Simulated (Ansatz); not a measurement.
BAs (F-43m), Ansatz (a program for electronic structure) with r2SCAN with spin-orbit coupling, rigid bands: N_v = 1.05e19 cm⁻³ at 300 K and a hole conductivity mass of 0.324 mₑ.

**Question.** For 1e16 holes per cm³ at 300 K, place the Fermi level, estimate the Seebeck coefficient of a parabolic band with constant τ, and give mobility and conductivity for τ = 20 fs.

**Answer.** The level lies k_BT ln(N_v/p) = 0.180 eV above the valence-band maximum. S ≈ +(k_B/e)[ln(N_v/p) + 5/2] = 815 μV/K, against 822 μV/K from the full bands (mean over directions). μ = eτ/m = 109 cm²/(V·s) and σ = peμ = 0.174 S/cm. τ is assumed, not computed.

Band transport and this doping are assumed; polarons and phonon drag are left out. Geometry: cell and atoms relaxed with PBEsol.
